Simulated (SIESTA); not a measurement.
SIESTA run on MoTe₂ (P1, 6 atoms in the cell): self-consistent single point.

Method of the run: GGA PBEsol, numerical atomic orbitals TZP, PseudoDojo PBEsol standard norm-conserving potentials (rewritten from UPF to PSML) run with SIESTA.

```xyz
6
Lattice="1.7600 -3.0484 0.0000 1.7600 3.0484 0.0000 0.0000 0.0000 13.9600" Properties=species:S:1:pos:R:3 pbc="T T T"
Te     1.7308     0.9265    12.2516
Te     1.8291    -0.9965     5.3572
Te     1.7712    -1.0321     1.7280
Te     1.6785     0.9979     8.6774
Mo     1.7099     0.9946     3.4666
Mo     1.8405    -0.8903    10.3992
```

Reference input (self-consistent single point, DFT, GGA PBE, numerical atomic orbitals TZP, PseudoDojo PBE standard norm-conserving potentials (rewritten from UPF to PSML)): XC.functional = GGA; XC.authors = PBE; potentials = PseudoDojo PBE standard; PAO.BasisSize = TZP; PAO.EnergyShift = 0.005 Ry; MeshCutoff = 300 Ry; kgrid.MonkhorstPack = 5 5 1; OccupationFunction = FD; ElectronicTemperature = 10 meV; MaxSCFIterations = 150; SCF.Mixer.Method = Broyden; SCF.Mixer.Weight = 0.1. This run's input differs from it in these lines:

```diff
@@ -1,2 +1,2 @@
-# files in the folder: Te.psml Mo.psml (PseudoDojo PBE standard)
+# files in the folder: Te.psml Mo.psml (PseudoDojo PBEsol standard)
 SystemName  MoTe2
@@ -27,3 +27,3 @@
 XC.functional                GGA
-XC.authors                   PBE
+XC.authors                   PBEsol
 PAO.BasisSize                TZP
```

The program printed (abridged):

```
        iscf     Eharris(eV)        E_KS(eV)     FreeEng(eV)     dDmax    Ef(eV) dHmax(eV)
   scf:    1   -15155.766507   -15195.239212   -15195.239212  0.989243 -3.006973 15.532502
   scf:    2   -15211.968494   -15206.177092   -15206.177092  0.092973 -3.541412  5.762640
   scf:    3   -15207.975583   -15207.571374   -15207.571374  0.077833 -3.788464  1.744765
   scf:    4   -15208.187272   -15207.955562   -15207.955562  0.093652 -3.881258  1.494528
   scf:    5   -15208.087991   -15208.071726   -15208.071726  0.044836 -4.031737  0.761652
   [... 10 lines left out ...]
   scf:   16   -15208.100333   -15208.100333   -15208.100333  0.000017 -4.002814  0.000510
   scf:   17   -15208.100333   -15208.100333   -15208.100333  0.000014 -4.002748  0.000424
   scf:   18   -15208.100333   -15208.100333   -15208.100333  0.000012 -4.002690  0.000350
   scf:   19   -15208.100333   -15208.100333   -15208.100333  0.000010 -4.002640  0.000288
SCF Convergence by DM+H criterion
max |DM_out - DM_in|         :     0.0000099734
max |H_out - H_in|      (eV) :     0.0002879587
SCF cycle converged after 19 iterations

Using DM_out to compute the final energy and forces

siesta: E_KS(eV) =           -15208.1003

siesta: E_KS - E_eggbox =    -15208.1003

siesta: Atomic forces (eV/Ang):
     1    0.592061    1.465016    0.241124
     2   -0.657438   -0.188899   -0.623285
     3   -0.531084   -0.055064   -1.000600
     4    1.172352    1.169886   -1.666312
     5    1.179255    0.254894    1.576511
     6   -1.757074   -2.646054    1.464538
   Tot   -0.001928   -0.000221   -0.008024
   Max    2.646054
   Res    1.210878    sqrt( Sum f_i^2 / 3N )
   Max    2.646054    constrained

   [... lines left out ...]
siesta: FreeEng =    -15208.100333
siesta: Cell volume =        149.796380 Ang**3
siesta:          24.51963453         -8.25326254  kBar
   [... lines left out ...]

             -0.045  -0.201  -0.111  -0.096   0.282   0.701   0.373   0.497

              0.273

mulliken: Qtot =       92.000

Mulliken Atomic Populations:
Atom #   charge [q] valence [e]  Species
     1    -0.088803   16.088803  Te
     2    -0.100499   16.100499  Te
     3    -0.118792   16.118792  Te
     4    -0.119856   16.119856  Te
     5     0.218629   13.781371  Mo
     6     0.209320   13.790680  Mo
 Total     0.000000
```

The run converged in 19 iterations. Against the reference run the pressure goes from 6.54 to 2.45 GPa, the largest force goes from 3.557 to 3.498 eV/Å and the gap on the mesh goes from 0.653 to 0.629 eV.

The starting cell has typed, rounded lattice constants, without a prior relaxation at this level. Its atoms were displaced at random from the sites of space group no. 194. Spin-orbit coupling is off. Values carry the incompleteness of an atom-centred basis. Forces in this geometry exceed 1 eV/Å.

Cost on one core of a shared machine: roughly 2 min.
